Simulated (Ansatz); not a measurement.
The structure below was relaxed with PBEsol/PAW in Ansatz (an electronic-structure program), no spin-orbit coupling, at pressure 7.5 GPa.

```
CELL_PARAMETERS angstrom
      2.82828     0.00000     0.00000
     -1.41414     2.44936     0.00000
      0.00000     0.00000     4.73107
ATOMIC_POSITIONS crystal
  Au 0.33333 0.66667 0.25000
  Au 0.66667 0.33333 0.75000
```

Task: Find the space group and the Wyckoff positions.

Result: Space group P6₃/mmc (No. 194); a = 2.828 Å, b = 2.828 Å, c = 4.731 Å, α = 90.00°, β = 90.00°, γ = 120.00°

```csv
atom,site,symmetry,x,y,z
Au,2c,-6m2,0.3333,0.6667,0.2500
```

Task: Describe the coordination.

Result: The crystal has 2 atoms in its conventional cell. Conventional cell: a = 2.8283 Å, b = 2.8283 Å, c = 4.7311 Å, α = 90.00°, β = 90.00°, γ = 120.00°. Au is coordinated by 12 Au at 2.828–2.874 Å (anticuboctahedral). (Neighbours: up to the widest gap in distance over summed covalent radii, below 1.35, at either atom.)

Load acts through the strain it causes; cell and atoms are relaxed under it. Whether these cells are dynamically stable was not tested. Competing high-pressure phases were not computed. The cell was made from Au in the hcp (Mg type) structure (space group P6_3/mmc, No. 194) by this change: pressure 7.5 GPa. This is not the structure that Au has at room temperature and ambient pressure.
